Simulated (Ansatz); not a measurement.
A constructed model of the (111) surface of fcc Pt, p(2x2) layer of Se, one a cell, on the site that continues the host's stacking (bottom of the slab: a bare face, its two planes held)

The numbers are results of PBE (plane waves to 420 eV, PAW; Ansatz, a first-principles code), not measurements.

Model: 25-atom slab, 13.6 Å thick at the start, 8x8x1 mesh, Fermi-Dirac 0.1 eV, dipole correction, 8 atoms held, the rest relaxed; start symmetry kept, larger cells not searched; no spin, no spin-orbit, no U. It is one candidate, not shown to be the stable structure of the face.

```json
{
  "work_function_of_the_top_face": "4.67 eV",
  "energy_released_by_relaxation": "0.74 eV",
  "cost": "about 17 core-minutes (a rough figure)"
}
```
